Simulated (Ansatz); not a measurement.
Base system: P (space group I4_132, No. 214; a = 6.102 Å; a hypothetical phase, not in the database extracts checked).

(Cell as relaxed with PBE.)

Levels (all Ansatz, a program for electronic structure, PAW): PBE (420 eV, without spin-orbit coupling); PBEsol (420 eV, no spin-orbit coupling).

Each level relaxes its own structure.

```
quantity                  PBE  PBEsol
-------------------  --------  ------
volume per atom      28.40 Å³     [?]
lattice parameter a   6.102 Å     [?]
band gap                 zero     [?]
```

Task: Predict the PBEsol column.

Result: 
- volume per atom, PBEsol: 27.40 Å³
- lattice parameter a, PBEsol: 6.029 Å
- band gap, PBEsol: zero

PBE's volume per atom lies 1.00 Å³ above PBEsol's (3.6 %); PBE's lattice parameter a lies 0.0723 Å above PBEsol's (1.2 %); the two agree on the band gap. Neither level is exact; PBEsol is the comparison here, not a measurement.

Whether these cells are dynamically stable was not tested.
